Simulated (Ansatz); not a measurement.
**Hypothetical zinc blende BiB, point defects**

Start from a 16-atom supercell of BiB in the zinc blende structure (space group F-43m, No. 216; a = 5.4905 Å; a hypothetical phase, not in the database extracts checked) at its relaxed geometry.

One neutral defect a cell, atoms relaxed at fixed cell.

Computed with r2SCAN (Ansatz, a first-principles code), no spin-orbit coupling.

```csv
change,pressure,largest displacement of a host atom from its site in the perfect cell
perfect supercell,-0.1 GPa,–
Cr on a Bi site,-3.2 GPa,[?]
"Bi interstitial (started 2.24 Å from the nearest host atom), symmetric start",14.9 GPa,0.22 Å
B on a Bi site (antisite),-6.3 GPa,[?]
"Bi vacancy, symmetric start",-0.6 GPa,0.12 Å
```

Q: Complete the table.

A: 
- Cr on a Bi site, largest displacement of a host atom from its site in the perfect cell: 0.18 Å
- B on a Bi site (antisite), largest displacement of a host atom from its site in the perfect cell: 0.49 Å

Other magnetic orders, which the real material may have, were not ruled out. In so small a cell the defect repeats every few ångströms: this is an ordered compound, not a dilute defect. The mesh was chosen for an insulator and is coarse for the gapless case. Defects with a symmetric start kept the site's symmetry and may sit on a saddle; the others started slightly shaken. Starting moments died away, wholly or in part, for Bi interstitial (started 2.24 Å from the nearest host atom) and B on a Bi site (antisite); another magnetic solution may exist.
